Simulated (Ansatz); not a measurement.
**NH3 on the (000-1) surface of wurtzite GaN (2x2 with 3 H on 4 top atoms; a constructed slab, bottom: 3 H on 4 bottom sites), one in a cell of 36 Å², started at the site 'hollow H'**

Host crystal: wurtzite GaN, with a band gap (PBE, scalar-relativistic without spin-orbit coupling).

Level of theory: r2SCAN, at the PBE geometry (plane waves to 500 eV, PAW; Ansatz, a first-principles code).

Slab: 50 atoms, 13.8 Å thick at the start with caps and adatoms under the adsorbate (thin: gaps and levels are the slab's own); k 4x4x1, smearing 0.01 eV, dipole-corrected; single point; no symmetry held, on the structure that PBE left; no spin, no spin-orbit, no U, no dispersion correction. At the end no host atom lies within bonding distance. In PBE it is, or lies within 0.03 eV of, the lowest of the starts that converged; the order may differ at this level.

| Item | Value |
|---|---|
| adsorption energy against NH3(g) at the same level | -0.34 eV |
| gap of the slab on its k-mesh | 2.34 eV |
| highest filled level below the top vacuum level | 4.07 eV |
| change of the step from the bottom to the top vacuum level, against the clean slab | -0.20 eV |
| height of the binding atom over the mean of the host atoms within 0.3 Å of the top one | 1.777 Å |
| nearest host atoms of the binding atom | H at 2.41 Å, N at 3.12 Å, H at 3.25 Å |
| caution | the clean host was not checked against rearrangement in a larger or rattled cell |
| cost | about 14 core-minutes (a rough figure) |

A negative adsorption energy means that the adsorbate is more stable on the surface than in its reference.
